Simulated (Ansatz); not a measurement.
# ZrRh (Pnma, No. 62; cell taken from a computed entry)

Level of theory: LDA (plane waves, PAW; Ansatz, a program for electronic structure).

Numerical settings: plane-wave cutoff 500 eV, 10×12×10 k mesh (along the axes of the cell as run), Fermi–Dirac smearing 0.1 eV, no spin polarisation, scalar-relativistic PAW data made under PBE.

Cell (relaxed at this level):

```
RhZr
1.0
    6.00467     0.00000     0.00000
    0.00000     4.39516     0.00000
    0.00000     0.00000     5.22820
Zr Rh
4 4
Direct
  0.82534   0.75000   0.85917
  0.17466   0.25000   0.14083
  0.67466   0.25000   0.35917
  0.32534   0.75000   0.64083
  0.45240   0.75000   0.16825
  0.54760   0.25000   0.83175
  0.04760   0.25000   0.66825
  0.95240   0.75000   0.33175
```

```json
{
  "band_gap": "none"
}
```

Note: the relaxation could not lower the start's symmetry, so the cell can be a saddle point above a distorted one.

Spin–orbit coupling is not included.

Computed values are for the static lattice.

The result took very roughly 21 core-minutes.
